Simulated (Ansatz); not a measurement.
**Several settings converged on ZnNi (P4mm, 2 atoms in the cell)**

```
CELL_PARAMETERS angstrom
      2.71006     0.00000     0.00000
      0.00000     2.71006     0.00000
      0.00000     0.00000     3.19786
ATOMIC_POSITIONS crystal
  Zn 0.50000 0.50000 0.51563
  Ni 0.00000 0.00000 0.00000
```

Base method: LDA (PW92), default PAW files made with PBE (plane waves; Ansatz, a program for electronic structure).

Base settings: basis.ecutwfc = 420 eV; kpoints.mp_grid.grid = 12 12 10; hamiltonian.xc = lda; hamiltonian.pseudopotentials = {kind: paw} (the program's default PAW files); scf.occupations.method = fermi_dirac; scf.occupations.width = 0.1 eV.

The count of work is k-points × plane waves × bands × iterations; it is no time. Core times come from one kind of shared machine, to one figure; runs under 30 s give none.

**The cutoff for other potential files**

Level: DFT, LDA (PW92), plane waves, harder PAW files (source: ansatz) made with PBE.

In this ladder: hamiltonian.pseudopotentials = {kind: paw, source: ansatz}.

The second cell is the first with its lattice scaled by 0.98.

The mesh stays at the base's, so the ladder's end is converged at best in this setting alone.

The first pressure column holds Ansatz's estimate of the finite-basis (Pulay) stress, which hides part of the cutoff error; the other is without it.

Only quantities that move along the ladder and can be compared are tabulated.

| basis.ecutwfc | free energy less the last step's (meV/atom) | energy of the compressed cell less the first (meV/atom) | pressure (GPa) | pressure without the Pulay estimate (GPa) | largest difference of a force vector from the last step's (eV/Å) | count of work / last | core time / last (rough) |
|---|---|---|---|---|---|---|---|
| 415 eV | 5496.50 | -0.05 | -8.93 | -406.36 | 0.010 | 0.098 | – |
| 505 eV | 996.16 | -16.99 | -9.61 | -96.28 | 0.009 | 0.11 | – |
| 645 eV | 66.65 | -21.72 | -9.77 | -17.51 | 0.000 | 0.21 | – |
| 780 eV | 5.75 | -22.02 | -9.83 | -10.42 | 0.000 | 0.28 | – |
| 920 eV | 1.78 | -22.05 | -9.84 | -9.91 | 0.000 | 0.35 | – |
| 1105 eV | 0.77 | -22.06 | -9.85 | -9.88 | 0.000 | 0.47 | 0.4 |
| 1380 eV | 0.18 | -22.06 | -9.85 | -9.86 | 0.000 | 0.65 | 0.4 |
| 1840 eV | 0.00 | -22.06 | -9.85 | -9.85 | 0.000 | 1.0 | 1 |

Coarsest basis.ecutwfc that holds the forces within 0.005 eV/Å of the last step, with all finer ones: 645 eV, at 0.21 of the last step's count of work; the step before is off by 0.009 eV/Å.

Coarsest basis.ecutwfc that holds the pressure without the Pulay estimate within 0.5 GPa of the last step, with all finer ones: 920 eV, at 0.35 of the last step's count of work; the step before is off by 0.57 GPa.

Coarsest basis.ecutwfc that holds the free energy within 2 meV/atom of the last step, with all finer ones: 920 eV, at 0.35 of the last step's count of work; the step before is off by 5.8 meV/atom.

The energy difference between the two cells stays within 1 meV/atom of the last step's from 645 eV on, the total only from 1105 eV on: much of the error is common to both cells and cancels.

At the lowest cutoff the pressure without the Pulay estimate lies 397 GPa under the last step's, the usual sign of Pulay stress in an incomplete plane-wave basis.

**The density cutoff**

The second cell is the first with its lattice scaled by 0.98.

The mesh stays at the base's, so the ladder's end is converged at best in this setting alone.

Only quantities that move along the ladder and can be compared are tabulated.

| basis.ecutrho_ratio | free energy less the last step's (meV/atom) | energy of the compressed cell less the first (meV/atom) | pressure (GPa) |
|---|---|---|---|
| 2 | -11.13 | -20.34 | -8.82 |
| 3 | -0.17 | -21.97 | -9.80 |
| 4 | 0.00 | -21.95 | -9.82 |
| 5 | 0.00 | -21.95 | -9.82 |
| 6 | 0.00 | -21.95 | -9.82 |
| 8 | 0.00 | -21.95 | -9.82 |
| 10 | 0.00 | -21.95 | -9.82 |
| 12 | 0.00 | -21.95 | -9.82 |
| 16 | 0.00 | -21.95 | -9.82 |

Coarsest basis.ecutrho_ratio that holds the free energy within 2 meV/atom of the last step, with all finer ones: 3; the step before is off by 11 meV/atom.

Coarsest basis.ecutrho_ratio that holds the pressure within 0.5 GPa of the last step, with all finer ones: 3; the step before is off by 1.0 GPa.

Coarsest basis.ecutrho_ratio that holds the energy of the compressed cell less the first within 0.2 meV/atom of the last step, with all finer ones: 3; the step before is off by 1.6 meV/atom.

**The relaxed cell against the cutoff**

On ZnNi (P4/mmm, 2 atoms in the cell): atoms on their sites.

In this ladder: relax = cell and atoms.

The mesh stays at the base's, so the ladder's end is converged at best in this setting alone.

Only quantities that move along the ladder and can be compared are tabulated.

```csv
basis.ecutwfc,relaxed volume (Å³/atom),relaxation steps,core time / last (rough)
250 eV,11.057,88,4
295 eV,11.207,50,2
355 eV,11.071,10,0.6
420 eV,11.050,6,–
505 eV,11.048,6,–
630 eV,11.048,6,0.7
840 eV,11.048,6,1
```

Coarsest basis.ecutwfc that holds the relaxed volume within 0.055 Å³/atom of the last step, with all finer ones: 355 eV; the step before is off by 0.16 Å³/atom.

On the base run: the starting cell comes from a database of computed structures (which also holds hypothetical and non-ambient phases and stackings), without a prior relaxation at this level. Its lattice was rescaled by up to half a per cent. One atom was moved a little off its site on purpose. Spin polarisation is off.

Left out of this page: 1 run of the series failed or unconverged.

Keys are those of Ansatz 0.2.
